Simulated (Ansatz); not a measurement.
Defect migration in wurtzite AlN: N vacancy, charge state +3. Method: PBE, PAW (plane waves to 420 eV; Ansatz, a program for electronic structure).

192-site cell at the relaxed PBE lattice, the Γ point alone, smearing 0.01 eV, spin-restricted, no finite-size correction. No zero-point or tunnelling terms. The charge state is imposed; whether it is stable for some Fermi level was not computed. Forms of the defect that were not tried may lie lower.

Barriers: single points on a 2×2×2 k-point mesh shifted by half a step along c at the bands' geometries (they differ from the bands' own by up to 0.06 eV, and are uncertain by about as much).

Relaxed starting cell (atoms counted from 1):

```
CELL_PARAMETERS angstrom
     12.52102     0.00000     0.00000
     -6.26051    10.84352     0.00000
      0.00000     0.00000    15.05448
ATOMIC_POSITIONS crystal
  Al 0.16657 0.08334 0.11782
  Al 0.16657 0.08333 0.50105
  Al 0.16657 0.08333 0.83541
  Al 0.16717 0.33439 0.16372
  Al 0.16858 0.33650 0.50214
  Al 0.16720 0.33510 0.83196
  Al 0.16722 0.58364 0.16416
  Al 0.16718 0.58363 0.49955
  Al 0.16675 0.58342 0.83239
  Al 0.16717 0.83286 0.16373
  Al 0.16858 0.83216 0.50214
  Al 0.16720 0.83218 0.83196
  Al 0.41702 0.08272 0.16372
  Al 0.41773 0.08131 0.50213
  Al 0.41772 0.08270 0.83195
  Al 0.41703 0.33439 0.16372
  Al 0.41773 0.33650 0.50214
  Al 0.41772 0.33510 0.83195
  Al 0.41683 0.58384 0.16506
  Al 0.41710 0.58439 0.49957
  Al 0.41692 0.58402 0.83244
  Al 0.41683 0.83307 0.16507
  Al 0.41710 0.83279 0.49957
  Al 0.41692 0.83298 0.83244
  Al 0.66624 0.08267 0.16417
  Al 0.66626 0.08271 0.49955
  Al 0.66648 0.08314 0.83238
  Al 0.66670 0.33339 0.16471
  Al 0.66690 0.33349 0.49942
  Al 0.66695 0.33352 0.83248
  Al 0.66625 0.58366 0.16417
  Al 0.66626 0.58363 0.49955
  Al 0.66648 0.58342 0.83238
  Al 0.66605 0.83307 0.16506
  Al 0.66550 0.83279 0.49957
  Al 0.66587 0.83298 0.83244
  Al 0.91550 0.08273 0.16372
  Al 0.91339 0.08132 0.50214
  Al 0.91479 0.08270 0.83196
  Al 0.91650 0.33340 0.16471
  Al 0.91640 0.33349 0.49943
  Al 0.91638 0.33352 0.83249
  Al 0.91650 0.58319 0.16471
  Al 0.91640 0.58299 0.49943
  Al 0.91638 0.58294 0.83249
  Al 0.91551 0.83288 0.16372
  Al 0.91339 0.83217 0.50214
  Al 0.91480 0.83218 0.83196
  Al 0.06443 0.18545 0.34168
  Al 0.08333 0.16656 0.66822
  Al 0.07864 0.17126 0.99465
  Al 0.08321 0.42078 0.33208
  Al 0.08265 0.41697 0.66640
  Al 0.08297 0.41789 0.99859
  Al 0.08321 0.66250 0.33208
  Al 0.08265 0.66576 0.66640
  Al 0.08297 0.66516 0.99860
  Al 0.06444 0.87904 0.34168
  Al 0.08334 0.91686 0.66822
  Al 0.07864 0.90746 0.99467
  Al 0.37082 0.18546 0.34168
  Al 0.33304 0.16656 0.66822
  Al 0.34243 0.17125 0.99466
  Al 0.33413 0.41844 0.33356
  Al 0.33370 0.41758 0.66691
  Al 0.33395 0.41808 0.99840
  Al 0.33435 0.66721 0.33226
  Al 0.33326 0.66667 0.66608
  Al 0.33358 0.66683 0.99864
  Al 0.33413 0.91576 0.33356
  Al 0.33370 0.91620 0.66691
  Al 0.33395 0.91595 0.99840
  Al 0.58739 0.16669 0.33208
  Al 0.58413 0.16724 0.66639
  Al 0.58473 0.16693 0.99860
  Al 0.58739 0.42079 0.33208
  Al 0.58413 0.41697 0.66639
  Al 0.58473 0.41789 0.99860
  Al 0.58268 0.66721 0.33226
  Al 0.58322 0.66667 0.66608
  Al 0.58307 0.66683 0.99864
  Al 0.58268 0.91555 0.33226
  Al 0.58322 0.91663 0.66608
  Al 0.58306 0.91632 0.99864
  Al 0.82910 0.16668 0.33208
  Al 0.83292 0.16724 0.66640
  Al 0.83200 0.16692 0.99859
  Al 0.83323 0.41666 0.33227
  Al 0.83323 0.41666 0.66593
  Al 0.83323 0.41666 0.99880
  Al 0.82911 0.66250 0.33208
  Al 0.83292 0.66576 0.66639
  Al 0.83201 0.66516 0.99860
  Al 0.83145 0.91577 0.33356
  Al 0.83231 0.91620 0.66691
  Al 0.83182 0.91595 0.99840
  N  0.16657 0.08333 0.62688
  N  0.16657 0.08332 0.97061
  N  0.16748 0.33461 0.29197
  N  0.16632 0.33276 0.62772
  N  0.16732 0.33558 0.95909
  N  0.16805 0.58405 0.29181
  N  0.16646 0.58327 0.62604
  N  0.16692 0.58350 0.95967
  N  0.16748 0.83292 0.29198
  N  0.16632 0.83364 0.62772
  N  0.16732 0.83182 0.95909
  N  0.41694 0.08242 0.29198
  N  0.41625 0.08358 0.62771
  N  0.41807 0.08258 0.95909
  N  0.41696 0.33463 0.29198
  N  0.41626 0.33276 0.62772
  N  0.41807 0.33557 0.95909
  N  0.41636 0.58291 0.29269
  N  0.41653 0.58325 0.62622
  N  0.41675 0.58367 0.95963
  N  0.41637 0.83353 0.29270
  N  0.41653 0.83336 0.62622
  N  0.41674 0.83315 0.95963
  N  0.66583 0.08185 0.29181
  N  0.66663 0.08344 0.62604
  N  0.66639 0.08298 0.95967
  N  0.66592 0.33300 0.29279
  N  0.66654 0.33331 0.62597
  N  0.66662 0.33335 0.95986
  N  0.66583 0.58407 0.29182
  N  0.66663 0.58327 0.62604
  N  0.66640 0.58350 0.95967
  N  0.66698 0.83353 0.29269
  N  0.66664 0.83336 0.62622
  N  0.66622 0.83315 0.95963
  N  0.91527 0.08241 0.29197
  N  0.91713 0.08358 0.62772
  N  0.91431 0.08258 0.95909
  N  0.91689 0.33300 0.29279
  N  0.91658 0.33331 0.62597
  N  0.91654 0.33335 0.95986
  N  0.91690 0.58398 0.29279
  N  0.91658 0.58335 0.62597
  N  0.91655 0.58328 0.95986
  N  0.91528 0.83294 0.29198
  N  0.91714 0.83364 0.62772
  N  0.91432 0.83182 0.95909
  N  0.08195 0.16794 0.12451
  N  0.08348 0.16641 0.46012
  N  0.08369 0.16620 0.79606
  N  0.08326 0.41664 0.12624
  N  0.08352 0.41616 0.45895
  N  0.08294 0.41677 0.79303
  N  0.08326 0.66669 0.12625
  N  0.08352 0.66743 0.45895
  N  0.08294 0.66626 0.79302
  N  0.08197 0.91412 0.12453
  N  0.08349 0.91717 0.46011
  N  0.08369 0.91757 0.79605
  N  0.33579 0.16795 0.12452
  N  0.33273 0.16641 0.46012
  N  0.33233 0.16620 0.79605
  N  0.33311 0.41642 0.12620
  N  0.33316 0.41651 0.46007
  N  0.33346 0.41711 0.79332
  N  0.33345 0.66677 0.12610
  N  0.33317 0.66662 0.45923
  N  0.33314 0.66661 0.79298
  N  0.33311 0.91678 0.12621
  N  0.33316 0.91673 0.46007
  N  0.33346 0.91643 0.79332
  N  0.58319 0.16663 0.12625
  N  0.58246 0.16637 0.45895
  N  0.58363 0.16695 0.79302
  N  0.58320 0.41665 0.12625
  N  0.58246 0.41617 0.45895
  N  0.58364 0.41677 0.79302
  N  0.58313 0.66677 0.12610
  N  0.58327 0.66663 0.45923
  N  0.58329 0.66661 0.79298
  N  0.58313 0.91645 0.12610
  N  0.58327 0.91672 0.45923
  N  0.58328 0.91676 0.79298
  N  0.83324 0.16664 0.12624
  N  0.83373 0.16637 0.45895
  N  0.83313 0.16695 0.79302
  N  0.83323 0.41666 0.12650
  N  0.83324 0.41666 0.45904
  N  0.83323 0.41666 0.79293
  N  0.83325 0.66671 0.12625
  N  0.83373 0.66744 0.45895
  N  0.83313 0.66626 0.79302
  N  0.83348 0.91679 0.12621
  N  0.83338 0.91674 0.46007
  N  0.83279 0.91644 0.79332
```
Cell charge +3.

End state 1 differs by these moves (Å; atoms that move under 0.08 Å are left out):

```
atom  element     Δx     Δy     Δz
----  -------  -----  -----  -----
1          Al  -0.01  -0.01   0.69
13         Al  -0.01   0.01  -0.69
49         Al   0.30  -0.20  -0.14
51         Al   0.07  -0.05   0.06
58         Al  -0.02   0.40  -0.12
60         Al  -0.01   0.09   0.06
61         Al  -0.71   0.00   0.00
63         Al  -0.17   0.00   0.00
70         Al  -0.02  -0.40   0.12
72         Al  -0.01  -0.09  -0.06
73         Al   0.30   0.20   0.14
75         Al   0.07   0.05  -0.06
85         Al   0.10   0.00   0.00
98          N  -0.02  -0.01  -0.17
108         N  -3.15   0.00   0.00
110         N  -0.02   0.01   0.17
```

Problem. Estimate the forward and backward barriers to end state 1 that PBE, PAW returns for this input.

Solution. forward 2.96 eV, backward 2.96 eV; at the saddle point atom 108 has neighbours Al at 1.80, 2 Al at 2.19 Å. The saddle point's order was not checked, and it lies on a symmetry element of the cell, where a band can be held.

End state 2 differs by these moves (Å; atoms that move under 0.08 Å are left out):

```
atom  element     Δx     Δy     Δz
----  -------  -----  -----  -----
1          Al  -0.35  -0.21   0.86
3          Al  -0.09  -0.05  -0.11
13         Al   0.34  -0.20   0.17
15         Al   0.07  -0.04  -0.06
16         Al   0.00   0.40   0.17
18         Al   0.00   0.08  -0.06
49         Al   0.32  -0.18  -0.09
51         Al   0.08  -0.04   0.04
58         Al   0.00   0.37  -0.09
60         Al   0.00   0.09   0.04
61         Al  -0.35  -0.20  -0.11
63         Al  -0.09  -0.05  -0.65
98          N  -0.03  -0.02  -0.19
156         N  -1.59  -0.92   2.54
158         N   0.01   0.00   0.12
```

Problem. Give the forward and backward barriers to end state 2 at the level PBE, PAW.

Solution. forward 2.79 eV, backward 2.79 eV; at the saddle point atom 156 has neighbours Al at 1.75, Al at 1.83 Å. The saddle point's order was not checked.
